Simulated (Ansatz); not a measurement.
Take MgSe in the rock salt structure (space group Fm-3m, No. 225; a = 5.4722 Å) as the base.

Calculations: r2SCAN (Ansatz, a quantum-chemistry and plane-wave program, PAW, scalar-relativistic without spin-orbit coupling).

Before the change:

* **Smallest direct gap**: 3.44 eV
* **Density**: 4.19 g/cm³

It is then changed as follows: a hydrostatic pressure of 10 GPa.

Problem. Estimate the effect on the smallest direct gap.

Solution. The smallest direct gap goes up by 0.92 eV to 4.36 eV.

Problem. What does the calculation give for the density after the change?

Solution. The density goes up by 0.527 g/cm³ to 4.71 g/cm³.

Load acts through the strain it causes; cell and atoms are relaxed under it. No phonon test of stability was made. No other phases were tried under pressure.
